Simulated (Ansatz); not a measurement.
Consider GaN in the zinc blende structure (space group F-43m, No. 216; a = 4.498 Å).

Method: Kohn–Sham DFT with the r2SCAN functional, run in Ansatz (an electronic-structure program) with PAW and 500 eV plane waves, no SOC.

One change was made to it. Results:

The band gap increases by 0.01 eV, from 2.17 eV to 2.18 eV; the lattice parameter a drops by 0.002 Å (4.498 Å → 4.496 Å); the gap character stays direct at Γ; the hole mass (degenerate bands, along [100]) goes from 0.18, 0.86, 0.86 mₑ (at Γ) to 0.18, 0.85, 0.85 mₑ (at Γ); the electron mass remains 0.17 mₑ (at Γ).

Task: Which of these changes matches the shifts?
(A) pressure 7.5 GPa
(B) pressure −1 GPa
(C) pressure −2 GPa
(D) pressure 3 GPa
(E) pressure 0.3 GPa

Result: E, pressure 0.3 GPa. For comparison, the band gap in the other runs: pressure 3 GPa gives 2.27 eV; pressure −2 GPa gives 2.10 eV; pressure 7.5 GPa gives 2.41 eV; pressure −1 GPa gives 2.13 eV.

Load acts through the strain it causes; cell and atoms are relaxed under it. Masses are band curvatures over ±0.01 Å⁻¹ around the edge. Whether these cells are dynamically stable was not tested. Tetrahedral semiconductors of this kind turn to denser phases somewhere between about 1 and 50 GPa; those were not computed, so compressed cells here can lie past the real transition. This is not the structure that GaN has at room temperature and ambient pressure.
